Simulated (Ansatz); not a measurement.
The reference is Cu$_{3}$N (space group Pm-3m, No. 221; a = 3.721 Å). Axes: x, y, z lie along the cube axes.

Computed with LDA, PAW, 420 eV (Ansatz, an electronic-structure program; no SOC).

Base values:

The shortest interatomic distance is 1.860 Å. The pressure is 0.0 GPa.

Modification: biaxial strain +2.00 %, plane normal [111], relaxed out of plane (Cartesian); in-plane vectors clamped, the third vector and the atoms free.

Question: Predict the new energy relative to the base.

Answer: The energy grows by 3.1 meV/atom.

Question: What happens to the shortest interatomic distance?

Answer: The shortest interatomic distance goes up by 0.0063 Å, from 1.860 Å to 1.867 Å.

Question: Predict the new pressure.

Answer: The pressure (mean of the normal stresses, compression positive) goes from zero to -1.3 GPa.

Stability against distortions was not tested. All final runs are without spin polarisation.
